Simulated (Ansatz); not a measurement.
The cell is built on a prototype and need not be the phase stable at ambient conditions.

Tunnelling through a barrier is set by its complex band structure: the current falls as exp(−2κd) with the smallest κ.

Data:

```
GeSe
1.0
    4.78301     0.00000     0.00000
   -2.39150     4.14221     0.00000
    0.00000     0.00000    11.40074
Ge Se
4 4
Direct
  0.00000   0.00000   0.01930
  0.00000   0.00000   0.51930
  0.66667   0.33333   0.77095
  0.33333   0.66667   0.27095
  0.00000   0.00000   0.79195
  0.00000   0.00000   0.29195
  0.66667   0.33333   0.54343
  0.33333   0.66667   0.04343
```

Space group of this cell: P6_3mc. The cell was relaxed by PBE-D3(BJ); by PBEsol its mean pressure is -1.9 GPa.

Transport runs along the normal of the first two printed cell vectors.

The gap is the functional's own. No spin-orbit coupling. Mid-gap values are interpolated on the energy grid.

Question: State the band gap and the smallest decay constant κ at mid-gap according to PBEsol in Ansatz (a program for electronic structure).

Answer: Gap 0.74 eV on a 12×12×4 mesh; κ = 0.089 1/Å, at (0.417, 0.167) of the in-plane reciprocal vectors. At the zone centre, at the nearest computed energy, the slowest state has κ = 0.20 1/Å.
